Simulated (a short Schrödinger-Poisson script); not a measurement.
Structure: symmetric double-gate stack, SiO2 on p-type Si(100), at 300 K.

```tsv
layer	material	thickness (nm)	Na (cm⁻³)
1	SiO2	3.5	-
2	Si	3	1e16
3	SiO2	3.5	-
```

The device is made up for the run: typed textbook-type constants, with dimensions and the other settings drawn at random. SiO2: permittivity 3.9, conduction-band edge (eV) 3.15, gap (eV) 9, electron mass (mₑ) 0.5. Si: permittivity 11.7, conduction-band edge (eV) 0, gap (eV) 1.124, Nv at 300 K (cm⁻³) 3.1e19.

Channel valleys (confinement mass, in-plane density-of-states mass, number): Δ2 0.916, 0.19, 2; Δ4 0.19, 0.417, 4. At the gates, both at one voltage, the conduction-band edge of layer 1 lies 3.71 eV − eVg above the Fermi level of the channel. Gaps are held at their typed values at every temperature. Mesh 0.03 nm at interfaces.

Solved with a short Schrödinger-Poisson script written for these runs: 1D Poisson equation in equilibrium, electrons quantum, Hartree (BenDaniel-Duke, 12 states a valley, the channel's in-plane mass for all, wave functions free to enter the dielectric), parabolic valleys, classical holes, full ionisation, no traps, pinning or gate leakage.

The same stack at other levels of the model or other numerical settings:

| run | sheet density of all electrons at Vg = 2.7 V (cm⁻²) | sheet density of all electrons at Vg = 0.9 V (cm⁻²) | capacitance of both gates at Vg = 2.7 V (μF/cm²) | rough cost against the base |
|---|---|---|---|---|
| base | 2.32e13 | 3.41e12 | 1.82 | about 1 |
| electrons treated as classical, Boltzmann | ___ | 4.22e12 | 1.92 | 0.03 |
| electrons treated as classical, Fermi-Dirac | ___ | 4.16e12 | ___ | 0.07 |
| mesh six times as coarse | 2.32e13 | 3.39e12 | 1.81 | 0.2 |
| one subband a valley | 2.32e13 | 3.40e12 | 1.81 | 0.3 |

Problem. Some entries are withheld; supply them.

Solution. 
- electrons treated as classical, Boltzmann, sheet density of all electrons at Vg = 2.7 V (cm⁻²): 2.54e13
- electrons treated as classical, Fermi-Dirac, capacitance of both gates at Vg = 2.7 V (μF/cm²): 1.87
- electrons treated as classical, Fermi-Dirac, sheet density of all electrons at Vg = 2.7 V (cm⁻²): 2.48e13

The classical rows ignore confinement, and Boltzmann statistics overrate the density once the band edge passes the Fermi level.
